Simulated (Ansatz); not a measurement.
Amorphous Al₂₈O₄₄Ti, 73 atoms at 3.09 g/cm³, one PBE-relaxed geometry, zone centre. Methods: PBE, scalar-relativistic without spin-orbit coupling (Ansatz, a first-principles code); r2SCAN, scalar-relativistic without spin-orbit coupling (Ansatz); HSE06, scalar-relativistic without spin-orbit coupling (Ansatz). Plane waves to 420 eV (r2SCAN 500 eV); exact exchange is cut at the cell's faces. At PBE the levels at both edges of the gap are localised (band-tail or defect states), and the nearest spread-out levels lie 3.9 eV apart at the zone centre. All rungs ran without spin polarisation.

Preparation: random packing, a CHGNet melt and quench, and a DFT relaxation. O atoms were pushed apart under 1.9 Å during the dynamics, to hinder bonds among them. The hot cell started wider than the set density and was brought back towards it in steps. It is the lowest in DFT energy of 2 quenches. It is a model cell: composition and starting density were chosen by hand, and all elements were melted together. No dispersion term was used. Its density started from a set value of 3.12 and ended at 3.09 g/cm³. The simulated quench (nominally 280 K/ps over its main leg) is rapid and tends to freeze in more defects than a deposited or slowly cooled glass has. One small periodic cell is one sample of the glass; other quenches scatter about these values. Volume and shape were free in the relaxation.

The relaxation ran on the zone centre alone. At PBE the gap between localised states is 2.57 eV on a 2×2×2 Γ-centred mesh, and the spacing at the zone centre alone 2.58 eV.

What zone-centre spacing does r2SCAN give, roughly?

2.95 eV (+0.37 eV against PBE).

What zone-centre spacing does HSE06 give, roughly?

4.29 eV (+1.71 eV against PBE).

The highest filled and the lowest empty state spread over these numbers of atoms (participation numbers): PBE: 10.4 and 1.9; r2SCAN: 10.3 and 1.8; HSE06: 10.6 and 1.9.
